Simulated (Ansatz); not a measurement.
## rock-salt TiN (1 1 0) on rock-salt MgO (1 1 0) (film strained to the substrate, faces as cut)

A periodic stack without vacuum, rock-salt TiN (1 1 0) on rock-salt MgO (1 1 0) (film strained to the substrate, faces as cut): substrate slab Mg10O10, film N6Ti6, surface cells [[0, -1], [1, -1]] and [[0, -1], [1, -1]], film strained by +0.2 and +0.2 %, faces MgO/MgO and NTi/NTi as cut (like faces can put a slab off its formula).

The start was prepared with a machine-learned potential, and the result is one local minimum, with the in-plane cell held and forces under 0.04 eV/Å; the film can end far from its bulk form.

These are PBE (plane waves to 420 eV, PAW; Ansatz, a program for electronic structure) values and carry that method's errors. No spin–orbit coupling; the runs are not spin-polarised; PBE gaps are too small against experiment. Its k-point mesh 13×7×1, Fermi–Dirac width 0.05 eV.

The interface area comes out as 12.8 Å² and the period is 24.16 Å. The gaps between the outermost planes at the two interfaces comes out as 1.55 and 1.55 Å. The Mg–Ti contacts across the interfaces within 1.22 times the sum of covalent radii is 12, mean 3.10 Å and the Mg–N contacts across the interfaces within 1.22 times the sum of covalent radii is 4, mean 2.16 Å. The O–Ti contacts across the interfaces within 1.22 times the sum of covalent radii is 4, mean 2.25 Å and the hole barrier (PBE) is 3.45 eV. The electron barrier (PBE) is 1.02 eV.

```yaml
crystal:
  lattice:
    - [3.00777, 0.00012, -0.00040]
    - [3.00778, 4.25384, 0.05864]
    - [0.00751, -0.33326, 24.15483]
  atoms:
    - { symbol: Mg, position: [0.04251, 0.11370, 0.08919] }
    - { symbol: Mg, position: [0.04240, 0.61370, 0.02695] }
    - { symbol: Mg, position: [0.04266, 0.11371, 0.21378] }
    - { symbol: Mg, position: [0.04258, 0.61371, 0.15158] }
    - { symbol: Mg, position: [0.04268, 0.11370, 0.33830] }
    - { symbol: Mg, position: [0.04269, 0.61370, 0.27608] }
    - { symbol: Mg, position: [0.04259, 0.11370, 0.46281] }
    - { symbol: Mg, position: [0.04263, 0.61369, 0.40061] }
    - { symbol: Mg, position: [0.04260, 0.11369, 0.58744] }
    - { symbol: Mg, position: [0.04257, 0.61370, 0.52520] }
    - { symbol: O, position: [0.54248, 0.11370, 0.02692] }
    - { symbol: O, position: [0.54255, 0.61369, 0.08966] }
    - { symbol: O, position: [0.54261, 0.11368, 0.15137] }
    - { symbol: O, position: [0.54266, 0.61368, 0.21388] }
    - { symbol: O, position: [0.54267, 0.11368, 0.27601] }
    - { symbol: O, position: [0.54266, 0.61369, 0.33837] }
    - { symbol: O, position: [0.54264, 0.11369, 0.40050] }
    - { symbol: O, position: [0.54261, 0.61370, 0.46301] }
    - { symbol: O, position: [0.54258, 0.11369, 0.52473] }
    - { symbol: O, position: [0.54255, 0.61371, 0.58747] }
    - { symbol: N, position: [0.54259, 0.11370, 0.65149] }
    - { symbol: N, position: [0.54254, 0.61370, 0.71380] }
    - { symbol: N, position: [0.54249, 0.11371, 0.77651] }
    - { symbol: N, position: [0.54245, 0.61370, 0.83788] }
    - { symbol: N, position: [0.54240, 0.11371, 0.90058] }
    - { symbol: N, position: [0.54239, 0.61370, 0.96290] }
    - { symbol: Ti, position: [0.04251, 0.11370, 0.71357] }
    - { symbol: Ti, position: [0.04262, 0.61371, 0.65650] }
    - { symbol: Ti, position: [0.04247, 0.11370, 0.84011] }
    - { symbol: Ti, position: [0.04247, 0.61370, 0.77428] }
    - { symbol: Ti, position: [0.04234, 0.11370, 0.95789] }
    - { symbol: Ti, position: [0.04242, 0.61371, 0.90082] }
```
